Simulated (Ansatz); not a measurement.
Crystal: SrO (Fm-3m, rock salt, 2 atoms a cell, 17.2 Å³ an atom); planes in its conventional cell.

These are r2SCAN (plane waves, PAW; Ansatz, a program for electronic structure) values and carry that method's errors.

The gap is the functional's own. No spin-orbit coupling. Mid-gap values are interpolated on the energy grid.

```tsv
plane	area of the cell (Å²)	mid-gap κ (1/Å)	largest κ in the gap (1/Å)
(111)	11.6	0.35	0.35
(001)	13.4	…	…
```

The slowest decay depends on the direction. Supply the withheld values.


- (001), mid-gap κ (1/Å): 0.29
- (001), largest κ in the gap (1/Å): 0.29
